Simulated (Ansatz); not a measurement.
Cubic perovskite CsCaF3 was calculated with LDA (PAW; Ansatz, an electronic-structure program).

Settings: plane-wave cutoff 520 eV, 8×8×8 k mesh, Fermi–Dirac smearing 0.01 eV, scalar-relativistic PAW data made under PBE.

The cell is scaled about its equilibrium volume:

| V (Å³/atom) | P (GPa) | direct gap at Γ (eV) |
|---|---|---|
| 16.082 | 4.71 | 7.718 |
| 16.424 | 2.98 | 7.579 |
| 16.766 | 1.43 | 7.444 |
| 17.108 | 0.05 | 7.315 |
| 17.451 | -1.17 | 7.192 |
| 17.793 | -2.26 | 7.073 |
| 18.135 | -3.23 | 6.958 |

A straight line through the gaps at Γ against ln V gives a volume deformation potential dE_g(Γ)/d ln V of -6.3 eV: the gap at Γ widens under compression.

Note: the relaxation could not lower the start's symmetry, so the cell can be a saddle point above a distorted one.

Spin–orbit coupling is not included.
